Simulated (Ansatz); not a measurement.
Band-edge transport in monolayers: monolayer PbI2 under several functionals (Ansatz, a program for electronic structure, without spin-orbit coupling). The PBE cell:

```cif
data_I2Pb
_chemical_formula_sum 'Pb1 I2'
_space_group_name_H-M_alt 'P 1'
_space_group_IT_number 1
_cell_length_a 4.66988
_cell_length_b 4.66988
_cell_length_c 19.74220
_cell_angle_alpha 90.000
_cell_angle_beta 90.000
_cell_angle_gamma 120.000
loop_
_space_group_symop_operation_xyz
  'x, y, z'
loop_
_atom_site_label
_atom_site_type_symbol
_atom_site_fract_x
_atom_site_fract_y
_atom_site_fract_z
_atom_site_occupancy
Pb1 Pb 0.00000 0.00000 0.50000 1
I1 I 0.33333 0.66667 0.59427 1
I2 I 0.66667 0.33333 0.40573 1
```

```json
[
 {"Functional": "PBE", "cell relaxed with": "PBE", "band gap": "2.52 eV", "electron conductivity mass": "0.30 mₑ", "hole conductivity mass": "1.53 mₑ"},
 {"Functional": "HSE06", "cell relaxed with": "PBE", "band gap": "(withheld)", "electron conductivity mass": "(withheld)", "hole conductivity mass": "(withheld)"}
]
```

Problem. Given the cheaper levels, estimate the HSE06 row.

Solution. 
- HSE06, band gap: 3.26 eV
- HSE06, electron conductivity mass: 0.30 mₑ
- HSE06, hole conductivity mass: 1.44 mₑ

For the band gap, PBE gives 2.52 eV and HSE06 3.26 eV: PBE lies 23 % below.

Masses are for dilute carriers at 300 K, harmonic means over directions unless an axis is named. Spin-orbit coupling is left out; without it the gap and masses of crystals with these elements can be far off.
